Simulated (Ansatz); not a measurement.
Base system: HgTe in the zinc blende structure (space group F-43m, No. 216).

```
CELL_PARAMETERS angstrom
      0.00000     3.32533     3.32533
      3.32533     0.00000     3.32533
      3.32533     3.32533     0.00000
ATOMIC_POSITIONS crystal
  Hg 0.00000 0.00000 0.00000
  Te 0.25000 0.25000 0.25000
```

Cartesian axes are those of the cell as printed.

Computed with Ansatz (a quantum-chemistry and plane-wave program), PBE, PAW, cutoff 420 eV, no spin-orbit coupling.

It is then changed as follows: the cell is scaled by 1.0250 in all directions; the atoms relax in the strained cell.

**Question.** Predict the stress tensor and what it implies for the stiffness.

**Answer.** Stress of the strained cell less that of the base (GPa, compression positive):
```
   -2.1     0.0     0.0
    0.0    -2.1     0.0
    0.0     0.0    -2.1
```

Then B = −ΔP/(ΔV/V₀) with ΔV/V₀ = 0.0769 gives secant stiffness values (nonlinear terms included at this strain): B ≈ 27 GPa.

As a check, the harmonic strain energy −½ V₀ Δσ:ε is 18 meV/atom; the computed energy rise is 20 meV/atom.

Stability against distortions was not tested. The final runs are not spin-polarised.
